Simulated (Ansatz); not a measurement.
Base system: ZnO in the wurtzite structure (space group P6_3mc, No. 186; a = 3.235 Å, c = 5.211 Å). Axes: x lies along a and z along c of the hexagonal cell.

Method: r2SCAN, PAW, 500 eV (Ansatz, a first-principles code; no spin-orbit coupling).

Strains are applied to the cell and any free atomic positions relax; under biaxial strain the out-of-plane vector relaxes too; under stress the whole cell relaxes.

One change was made to it. Results:

The band gap drops by 0.03 eV (1.24 eV → 1.21 eV); the electron mass changes from 0.19 mₑ (at Γ) to 0.18 mₑ out of plane, 0.20 mₑ in plane (at Γ); the valence-band top at Γ (three highest levels, from the VBM) changes from 0.00, 0.00, -0.10 eV to 0.00, 0.00, -0.14 eV; the shortest interatomic distance drops by 0.013 Å, from 1.970 Å to 1.957 Å.

### Question
Which of these changes matches the shifts?
(A) uniaxial strain ε_yy = +3.63 %
(B) biaxial strain −2.17 %, plane normal [001], relaxed out of plane
(C) isotropic strain −0.28 %
(D) uniaxial stress, 8 GPa tension along x

### Answer
B, biaxial strain −2.17 %, plane normal [001], relaxed out of plane. For comparison, the electron mass in the other runs: uniaxial stress, 8 GPa tension along x gives 0.18 mₑ along x, 0.19 mₑ along y, 0.19 mₑ along z (at Γ); isotropic strain −0.28 % gives 0.19 mₑ (at Γ); uniaxial strain ε_yy = +3.63 % gives 0.18 mₑ (at Γ).

Masses are band curvatures over ±0.01 Å⁻¹ around the edge. Beyond what the load breaks, stability against distortions was not tested.
